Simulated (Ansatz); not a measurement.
```xyz
2
Lattice="0.0000 2.6396 2.6396 2.6396 0.0000 2.6396 2.6396 2.6396 0.0000" Properties=species:S:1:pos:R:3 pbc="T T T"
Cl     0.0000     0.0000     0.0000
Na     2.6396     2.6396     2.6396
```

No spin polarisation.

The values are results of PBEsol/PAW in Ansatz (a program for electronic structure), no SOC, earlier PAW set, not measurements. k-mesh 10×10×10 (Γ-centred); smearing 0.05 eV (Fermi–Dirac).

### Question
What band gap does the calculation give?

### Answer
5.78 eV.

### Question
Estimate the electron mass.

### Answer
0.37 mₑ (at Γ).

### Question
Predict the gap character.

### Answer
Direct at Γ.

### Question
What hole mass (degenerate bands, along [100]) does the calculation give?

### Answer
0.51, 2.2, 2.2 mₑ (at Γ).

Load acts through the strain it causes; cell and atoms are relaxed under it. Effective masses come from finite differences of ±0.01 Å⁻¹. Stability against distortions was not tested. Competing high-pressure phases were not computed. The cell was made from NaCl in the rock salt structure (space group Fm-3m, No. 225) by this change: pressure 7 GPa.
